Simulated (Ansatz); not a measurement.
Short convergence ladders for MgRhF6 (R3, 8 atoms in the cell)

```xyz
8
Lattice="2.4770 1.4301 4.4978 -2.4770 1.4301 4.4978 0.0000 -2.8602 4.4978" Properties=species:S:1:pos:R:3 pbc="T T T"
Mg     0.0000     0.0000     6.7967
Rh     0.0000     0.0000     0.0000
F     -1.6081    -0.1485     7.8809
F      1.6081     0.1485     5.6126
F      0.9327    -1.3184     7.8809
F     -0.9327     1.3184     5.6126
F      0.6754     1.4669     7.8809
F     -0.6754    -1.4669     5.6126
```
Moments meant for the start (each program seeds them in its own way; μB, in the order of the atoms Mg Rh F F F F F F): 0.0 1.0 0.0 0.0 0.0 0.0 0.0 0.0.

Base method: PBEsol, default PAW files made with PBE (plane waves; Ansatz, a program for electronic structure).

Base settings: basis.ecutwfc = 420 eV; kpoints.mp_grid.grid = 3 3 3; hamiltonian.xc = pbesol; hamiltonian.pseudopotentials = {kind: paw} (the program's default PAW files); magnetization.spin_polarized = true; scf.occupations.method = fermi_dirac; scf.occupations.width = 0.1 eV.

The count of work is k-points × plane waves × bands × iterations; it is no time. Core times come from one kind of shared machine, to one figure; runs under 30 s give none.

**The cutoff for other potential files**

Level: DFT, PBEsol, plane waves, harder PAW files (source: ansatz) made with PBE.

In this ladder: hamiltonian.pseudopotentials = {kind: paw, source: ansatz}.

The second cell is the first with its lattice scaled by 0.98.

The mesh stays at the base's, so the ladder's end is converged at best in this setting alone.

The first pressure column holds Ansatz's estimate of the finite-basis (Pulay) stress, which hides part of the cutoff error; the other is without it.

Only quantities that move along the ladder and can be compared are tabulated.

```tsv
basis.ecutwfc	free energy less the last step's (meV/atom)	energy of the compressed cell less the first (meV/atom)	pressure (GPa)	pressure without the Pulay estimate (GPa)	largest difference of a force vector from the last step's (eV/Å)	count of work / last	core time / last (rough)
470 eV	2415.69	42.73	1.77	-120.58	0.063	0.11	–
580 eV	601.43	33.48	2.19	-38.84	0.048	0.14	–
735 eV	68.29	28.11	2.11	-4.80	0.002	0.21	–
890 eV	4.82	28.43	2.08	1.37	0.000	0.28	–
1050 eV	0.45	28.41	2.09	2.06	0.001	0.35	–
1260 eV	0.28	28.40	2.08	2.08	0.000	0.47	0.5
1575 eV	0.11	28.39	2.08	2.08	0.000	0.65	0.7
2100 eV	0.00	28.39	2.08	2.08	0.000	1.0	1
```

Coarsest basis.ecutwfc that holds the free energy within 1 meV/atom of the last step, with all finer ones: 1050 eV, at 0.35 of the last step's count of work; the step before is off by 4.8 meV/atom.

Coarsest basis.ecutwfc that holds the pressure without the Pulay estimate within 0.1 GPa of the last step, with all finer ones: 1050 eV, at 0.35 of the last step's count of work; the step before is off by 0.71 GPa.

Coarsest basis.ecutwfc that holds the energy of the compressed cell less the first within 0.2 meV/atom of the last step, with all finer ones: 890 eV, at 0.28 of the last step's count of work; the step before is off by 0.27 meV/atom.

The energy difference between the two cells stays within 1 meV/atom of the last step's from 735 eV on, the total only from 1050 eV on: much of the error is common to both cells and cancels.

At the lowest cutoff the pressure without the Pulay estimate lies 123 GPa under the last step's, the usual sign of Pulay stress in an incomplete plane-wave basis.

**The density cutoff**

The second cell is the first with its lattice scaled by 0.98.

The mesh stays at the base's, so the ladder's end is converged at best in this setting alone.

Only quantities that move along the ladder and can be compared are tabulated.

| basis.ecutrho_ratio | free energy less the last step's (meV/atom) | energy of the compressed cell less the first (meV/atom) | pressure (GPa) | largest difference of a force vector from the last step's (eV/Å) |
|---|---|---|---|---|
| 2 | -4.86 | 29.67 | 3.00 | 0.018 |
| 3 | 0.12 | 28.30 | 2.06 | 0.000 |
| 4 | 0.00 | 28.31 | 2.08 | 0.000 |
| 5 | 0.00 | 28.31 | 2.08 | 0.000 |
| 6 | 0.00 | 28.31 | 2.08 | 0.000 |
| 8 | 0.00 | 28.31 | 2.08 | 0.000 |
| 10 | 0.00 | 28.31 | 2.08 | 0.000 |
| 12 | 0.00 | 28.31 | 2.08 | 0.000 |
| 16 | 0.00 | 28.31 | 2.08 | 0.000 |

Coarsest basis.ecutrho_ratio that holds the energy of the compressed cell less the first within 0.5 meV/atom of the last step, with all finer ones: 3; the step before is off by 1.4 meV/atom.

Coarsest basis.ecutrho_ratio that holds the pressure within 0.5 GPa of the last step, with all finer ones: 3; the step before is off by 0.92 GPa.

Coarsest basis.ecutrho_ratio that holds the free energy within 0.5 meV/atom of the last step, with all finer ones: 3; the step before is off by 4.9 meV/atom.

**The relaxed cell against the cutoff**

On MgRhF₆ (R-3, 8 atoms in the cell): atoms on their sites.

In this ladder: relax = cell and atoms.

The mesh stays at the base's, so the ladder's end is converged at best in this setting alone.

Only quantities that move along the ladder and can be compared are tabulated.

```tsv
basis.ecutwfc	relaxed volume (Å³/atom)	relaxation steps	core time / last (rough)
250 eV	12.062	70	2
295 eV	12.464	50	2
355 eV	12.539	27	1
420 eV	12.539	10	0.6
505 eV	12.553	6	0.5
630 eV	12.558	7	0.7
840 eV	12.560	7	1
```

Coarsest basis.ecutwfc that holds the relaxed volume within 0.025 Å³/atom of the last step, with all finer ones: 355 eV; the step before is off by 0.096 Å³/atom.

At the lowest cutoff the cell relaxes to a volume 4.0 % smaller than at the highest. Ansatz relaxes on a stress corrected for the finite basis.

On the base run: the starting cell comes from a database of computed structures (which also holds hypothetical and non-ambient phases and stackings), without a prior relaxation at this level. Its lattice was rescaled by up to half a per cent. One atom was moved a little off its site on purpose. With one magnetic atom in the cell only a parallel order is possible. Without a gap this mesh is coarse (it stands for a supercell whose shortest vector is 15 Å).

Left out of this page: 1 run of the series failed or unconverged.

Keys are those of Ansatz 0.2.
